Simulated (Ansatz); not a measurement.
SiO₂ (I-42d, No. 122, 6 atoms in the cell; start mp-546794; a measured phase of this formula has another space group) was calculated with PBE0 (plane waves, PAW; Ansatz, a program for electronic structure).

Numerical settings: plane-wave cutoff 460 eV, 6×6×6 k mesh, Fermi–Dirac smearing 0.01 eV, scalar-relativistic PAW data made under PBE.

Cell (relaxed at this level):

O2Si is modelled in the tetragonal space group I-42d (No. 122), Pearson symbol tI12. Lattice parameters: a = 5.015 Å, b = 5.015 Å, c = 7.328 Å, α = 90.00°, β = 90.00°, γ = 90.00°. Si on 4a has 4 O at 1.610 Å (tetrahedral). O on 8d is coordinated by 2 Si at 1.610 Å (bent). (Neighbours: up to the widest gap in distance over summed covalent radii, below 1.35, at either atom.)
(The calculation used a cell of 6 atoms; values per cell refer to that cell.)

Question: Estimate the band gap that the calculation returns.

Answer: 
band gap: 8.37 eV (on the SCF k mesh) (direct)

Note: the relaxation could not lower the start's symmetry, so the cell can be a saddle point above a distorted one.

Computed values are for the static lattice.

Cost on a shared machine: roughly 28 core-minutes.

A start named mp-… is a Materials Project structure, which need not be a measured phase.
